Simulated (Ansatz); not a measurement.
# MoSi2, response to strain

The parent structure is MoSi$_{2}$ (space group I4/mmm, No. 139; relaxed with 0.1 eV smearing).

```
MoSi2
1.0
   -1.58700     1.58700     3.88936
    1.58700    -1.58700     3.88936
    1.58700     1.58700    -3.88936
Si Mo
2 1
Direct
  0.66479   0.66479   0.00000
  0.33521   0.33521   0.00000
  0.00000   0.00000   0.00000
```

Cartesian axes are those of the cell as printed.

Strains are applied to the cell and any free atomic positions relax; under biaxial strain the out-of-plane vector relaxes too.

The values are results of Ansatz (an electronic-structure program), LDA, PAW, cutoff 420 eV, scalar-relativistic without spin-orbit coupling, not measurements.

Candidates:
(a) biaxial strain −0.50 %, plane normal [001], relaxed out of plane
(b) biaxial strain +0.50 %, plane normal [001], relaxed out of plane
(c) biaxial strain +1.00 %, plane normal [001], relaxed out of plane

### Question
Order them by out-of-plane strain, highest first.

### Answer
(a) biaxial strain −0.50 %, plane normal [001], relaxed out of plane (+0.19 %), (b) biaxial strain +0.50 %, plane normal [001], relaxed out of plane (-0.18 %), (c) biaxial strain +1.00 %, plane normal [001], relaxed out of plane (-0.36 %)

No phonon test of stability was made. All final runs are without spin polarisation.
